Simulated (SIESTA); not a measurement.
Band structure of ZnS (P6_3mc, 4 atoms in the cell).

```yaml
crystal:
  lattice:
    - [3.80580, 0.00000, 0.00000]
    - [-1.90290, 3.29592, 0.00000]
    - [0.00000, 0.00000, 6.23798]
  atoms:
    - { symbol: Zn, position: [0.33333, 0.66667, 0.00014] }
    - { symbol: Zn, position: [0.66667, 0.33333, 0.50014] }
    - { symbol: S, position: [0.33333, 0.66667, 0.37486] }
    - { symbol: S, position: [0.66667, 0.33333, 0.87486] }
```

Method of the run: GGA PBE, numerical atomic orbitals TZP, PseudoDojo PBE standard norm-conserving potentials (rewritten from UPF to PSML) (SIESTA).

Settings: XC.functional = GGA; XC.authors = PBE; potentials = PseudoDojo PBE standard; PAO.BasisSize = TZP; PAO.EnergyShift = 0.01 Ry; MeshCutoff = 300 Ry; kgrid.MonkhorstPack = 8 8 5; OccupationFunction = FD; ElectronicTemperature = 0.05 eV; MaxSCFIterations = 150; SCF.Mixer.Method = Broyden; SCF.Mixer.Weight = 0.1; SCF.Mixer.History = 8; SCF.DM.Tolerance = 1.0E-04.

The starting cell comes from a database of computed structures (which also holds hypothetical and non-ambient phases and stackings), without a prior relaxation at this level. Values carry the incompleteness of an atom-centred basis.

**Question.** Predict the gap along the standard path and the places of the band edges.

**Answer.** The gap along the path is 2.51 eV, direct at Γ to within 0.01 eV.

Levels in eV from the top of the valence band on the path, bands 23 to 27:
```json
[
 {"point": "Γ", "23": "-0.86", "24": "-0.07", "25": "0.00", "26": "0.00", "27": "2.51"},
 {"point": "M", "23": "-3.25", "24": "-2.19", "25": "-1.64", "26": "-0.84", "27": "4.23"},
 {"point": "K", "23": "-3.80", "24": "-2.30", "25": "-2.30", "26": "-2.09", "27": "4.68"},
 {"point": "A", "23": "-0.45", "24": "-0.45", "25": "-0.45", "26": "-0.45", "27": "4.02"},
 {"point": "L", "23": "-1.57", "24": "-1.57", "25": "-1.57", "26": "-1.57", "27": "4.04"},
 {"point": "H", "23": "-3.04", "24": "-3.04", "25": "-1.28", "26": "-1.28", "27": "4.97"}
]
```

Higher empty bands are left out: an atom-centred basis made for the valence describes them poorly.
